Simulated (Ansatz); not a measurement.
## AlB2-type ZrB₂

Level of theory: LDA in Ansatz (plane waves, PAW).

Numerical settings: plane-wave cutoff 520 eV, 24×24×16 k mesh (along the axes of the cell as run), Fermi–Dirac smearing 0.05 eV, scalar-relativistic PAW data made under PBE.

Cell (relaxed at this level):

Space group P6/mmm (No. 191); a = 3.1329 Å, b = 3.1329 Å, c = 3.4881 Å, α = 90.00°, β = 90.00°, γ = 120.00°

```tsv
atom	site	symmetry	x	y	z
Zr	1a	6/mmm	0.0000	0.0000	0.0000
B	2d	-6m2	0.3333	0.6667	0.5000
```

```yaml
bulk_modulus: 261 GPa
band_gap: zero (no gap)
pressure derivative B′ of the bulk modulus: 3.9
```

Note: the bulk modulus comes from volumes at which shape and atoms were relaxed.

Spin–orbit coupling is not included.

Computed values are for the static lattice.

Ansatz is a program for electronic structure.
